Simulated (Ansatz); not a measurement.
## A computed series for LiAlH4: pressure series

Start from LiAlH₄ (space group I4_1/a, No. 88; a = 4.5650 Å, c = 10.2769 Å; a cell from a computed database, its experimental status unchecked).

Cell and atoms are relaxed at each pressure.

Method: r2SCAN (Ansatz, a program for electronic structure; PAW; 500 eV plane waves; scalar-relativistic without spin-orbit coupling).

```tsv
P (GPa)	V (Å³/atom)
-1.99	9.897
-0.99	9.336
0.89	8.626
2.09	8.292
4.49	7.769
8.99	7.093
22.49	5.981
30.00	5.604
```

Problem. Fit a third-order Birch–Murnaghan equation of state.

Solution. Least squares on P(V) = (3B₀/2)[(V₀/V)^(7/3) − (V₀/V)^(5/3)]·[1 + (3/4)(B₀′ − 4)((V₀/V)^(2/3) − 1)] gives V₀ = 8.93 Å³/atom, B₀ = 24 GPa and B₀′ = 4.2.

Between the base and pressure 2.1 GPa the gap moves from 4.56 eV to 4.41 eV, a mean slope of -74 meV/GPa.

Load acts through the strain it causes; cell and atoms are relaxed under it. Stability against distortions was not tested. No other phases were tried under pressure. The base started in C2/c and relaxed to I4_1/a at this level.
